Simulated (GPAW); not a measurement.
Input and output of a self-consistent single point for SnSe₂ (P-3m1, 3 atoms in the cell) (GPAW).

Method of the run: PBE, GPAW PAW datasets PBE (gpaw-data 1.0.1) (plane waves; GPAW 25.7.0).

The change in words: lattice scaled by 0.98. Reference geometry:
```yaml
crystal:
  lattice:
    - [3.82576, 0.00000, 0.00000]
    - [-1.91288, 3.31321, 0.00000]
    - [0.00000, 0.00000, 6.45864]
  atoms:
    - { symbol: Sn, position: [0.00000, 0.00000, 0.00000] }
    - { symbol: Se, position: [0.66667, 0.33333, 0.75710] }
    - { symbol: Se, position: [0.33333, 0.66667, 0.24290] }
```

Reference input (self-consistent single point, DFT PBE, plane waves, GPAW PAW datasets PBE (gpaw-data 1.0.1)): mode = pw; ecut = 550 eV; xc = PBE; kpts = 7 7 4; mesh shift (steps) = 0 0 0; occupations.name = fermi-dirac; occupations.width = 0 eV; nbands = -4; convergence.bands = -2; symmetry.symmorphic = false; symmetry.tolerance = 0.0005; maxiter = 150. This run's input differs from it in these lines:

```diff
@@ -5,8 +5,8 @@
 atoms = Atoms(['Sn', 'Se', 'Se'],
-              cell=[[3.825764, 0.000000, 0.000000],
-                    [-1.912882, 3.313209, 0.000000],
-                    [0.000000, 0.000000, 6.458639]],
+              cell=[[3.749249, 0.000000, 0.000000],
+                    [-1.874624, 3.246945, 0.000000],
+                    [0.000000, 0.000000, 6.329466]],
               positions=[[0.000000, 0.000000, 0.000000],
-                         [1.912884, 1.104402, 4.889836],
-                         [-0.000002, 2.208807, 1.568803]],
+                         [1.874627, 1.082314, 4.792039],
+                         [-0.000002, 2.164631, 1.537427]],
               pbc=True)
```

Log, with long lists cut:

```
     iter     time        total  log10-change:
                         energy   eigst   dens
iter:   1 --:--:--   -12.105624   +0.44
iter:   2 --:--:--   -12.079298   -0.65  -1.20
iter:   3 --:--:--   -11.920647   -1.32  -1.24
iter:   4 --:--:--   -11.944081   -1.50  -1.45
iter:   5 --:--:--   -11.938866   -1.93  -1.68
iter:   6 --:--:--   -11.938139c  -3.11  -1.89
iter:   7 --:--:--   -11.906163   -2.06  -1.89
iter:   8 --:--:--   -11.904437   -3.65  -2.55
iter:   9 --:--:--   -11.904460c  -4.28  -3.08
iter:  10 --:--:--   -11.904411c  -4.55  -3.05
iter:  11 --:--:--   -11.904429c  -4.88  -3.14
iter:  12 --:--:--   -11.904388c  -5.53  -3.53
iter:  13 --:--:--   -11.904404c  -5.74  -3.65
iter:  14 --:--:--   -11.904395c  -6.16  -3.79
iter:  15 --:--:--   -11.904394c  -6.80  -4.28c
iter:  16 --:--:--   -11.904393c  -7.06  -4.30c
iter:  17 --:--:--   -11.904392c  -7.26  -4.39c
iter:  18 --:--:--   -11.904392c  -7.74c -4.46c
Converged after 18 iterations.

Dipole moment: (0.000000, -0.000000, -0.000000) |e|*Ang

Energy contributions relative to reference atoms: (reference = -300217.757568)

Kinetic:        +34.584106
Potential:      -30.698705
External:        +0.000000
XC:             -15.673762
Entropy (-ST):   +0.000000
Local:           -0.116031
SIC:             +0.000000
--------------------------
Free energy:    -11.904392
Extrapolated:   -11.904392

Showing only first 2 kpts
 Kpt  Band  Eigenvalues  Occupancy
  0    11      4.88955    2.00000
  0    12      4.88955    2.00000
  0    13      6.52271    0.00000
  0    14      8.26641    0.00000

  1    11      4.94577    2.00000
  1    12      4.94577    2.00000
  1    13      7.27561    0.00000
  1    14      8.27220    0.00000

Fermi level: 5.56454

Gap: 0.917 eV
Transition (v -> c):
   [... lines left out ...]
Direct gap: 1.322 eV
Transition at: (s=0, k=18, n=12, [0.43, 0.00, -0.25])
Energy (eV): -11.904392

Forces in eV/Ang:
  0 Sn    0.00000    0.00000    0.00000
  1 Se   -0.00000    0.00000   -0.94473
  2 Se    0.00000    0.00000    0.94473

Stress tensor:
    -0.044977     0.000000     0.000000
     0.000000    -0.044977    -0.000000
     0.000000    -0.000000    -0.044497
Stress (GPa, Voigt): [-7.206  -7.206  -7.1292 -0.      0.      0.    ]
```

The run converged in 18 iterations. GPAW prints stress with tension positive. Against the reference run the free energy goes up by 47.9 meV/atom, the pressure goes from 2.48 to 7.18 GPa, the largest force goes from 0.336 to 0.945 eV/Å and the gap on the mesh goes from 0.843 to 0.917 eV.

The starting cell comes from a database of computed structures (which also holds hypothetical and non-ambient phases and stackings), without a prior relaxation at this level. Its lattice was rescaled by a random factor within 2.5 % of one. For this run, on top of that: lattice scaled by 0.98. With a pressure of about 7 GPa the cell is away from its equilibrium volume at this level.
